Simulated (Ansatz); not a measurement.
The reference is TiAl3 (space group I4/mmm, No. 139; a = 3.8459 Å, c = 8.6199 Å).

The values are results of Ansatz (a first-principles code), PBE, PAW, cutoff 420 eV, without spin-orbit coupling, not measurements.

Base values:

| Quantity | Value |
|---|---|
| Density | 3.36 g/cm³ |
| Shortest interatomic distance | 2.719 Å |

The change: a hydrostatic pressure of 10 GPa.

Problem. How does this affect the density and shortest interatomic distance?

Solution. The density rises by 0.28 g/cm³ (3.36 g/cm³ → 3.64 g/cm³); the shortest interatomic distance shrinks by 0.070 Å (2.719 Å → 2.649 Å).

Load acts through the strain it causes; cell and atoms are relaxed under it. No phonon test of stability was made. Competing high-pressure phases were not computed. The final runs are not spin-polarised.
